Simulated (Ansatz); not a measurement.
# BAs: response to strain

Take BAs in the zinc blende structure (space group F-43m, No. 216; a = 4.784 Å) as the base. Axes: x, y, z lie along the cube axes.

Strains are applied to the cell and any free atomic positions relax; under biaxial strain the out-of-plane vector relaxes too; under stress the whole cell relaxes.

The values are results of r2SCAN/PAW in Ansatz (a first-principles code), scalar-relativistic without spin-orbit coupling, not measurements.

Notes on the quantities. pressure: mean of the normal stresses, compression positive; energy relative to the base: free energy F.

| case | electron mass | pressure | energy relative to the base | smallest direct gap | band gap |
|---|---|---|---|---|---|
| base | 1.1 mₑ along k, 0.21 mₑ across (off the special points) | 0.00 GPa | 0 meV/atom | 3.44 eV | 1.38 eV |
| biaxial strain −2.40 %, plane normal [001], relaxed out of plane | 1.1 mₑ along k, 0.21 mₑ across (off the special points) | 5.71 GPa | +17 meV/atom | 3.28 eV | 1.05 eV |
| biaxial strain +2.27 %, plane normal [110], relaxed out of plane | 1.1 mₑ along k, 0.21 mₑ across (off the special points) | -5.11 GPa | +15 meV/atom | 3.00 eV | 1.22 eV |
| isotropic strain −0.71 % | 1.0 mₑ along k, 0.21 mₑ across (off the special points) | 3.14 GPa | +2.8 meV/atom | 3.46 eV | 1.36 eV |
| uniaxial strain ε_xx = +1.28 % | 1.0 mₑ along k, 0.21 mₑ across (off the special points) | -1.75 GPa | +2.0 meV/atom | 3.35 eV | 1.29 eV |
| uniaxial strain ε_xx = +2.63 % | 1.0 mₑ along k, 0.21 mₑ across (off the special points) | -3.47 GPa | +8.4 meV/atom | 3.26 eV | 1.20 eV |
| uniaxial stress, 2 GPa tension along z | 1.0 mₑ along k, 0.21 mₑ across (off the special points) | – | ? | ? | 1.31 eV |
| tensor shear ε_xy = −0.66 % | – | 0.02 GPa | +1.2 meV/atom | 3.28 eV | 1.31 eV |
| uniaxial stress, 8 GPa compression along x | 1.0 mₑ along k, 0.21 mₑ across (off the special points) | – | +11 meV/atom | 3.04 eV | 0.77 eV |
| tensor shear ε_yz = +0.55 % | – | 0.01 GPa | +0.8 meV/atom | 3.31 eV | 1.32 eV |

Q: Some entries are withheld; estimate them.

A: 
- uniaxial stress, 2 GPa tension along z, energy relative to the base: +0.6 meV/atom
- uniaxial stress, 2 GPa tension along z, smallest direct gap: 3.38 eV

A biaxial case was relaxed in a doubled cell and then solved in the primitive one. Masses are band curvatures over ±0.01 Å⁻¹ around the edge. Along k means along the line from Γ to the band edge. Stability under load was not tested beyond the relaxation. k-point labels follow each cell's own Brillouin zone.
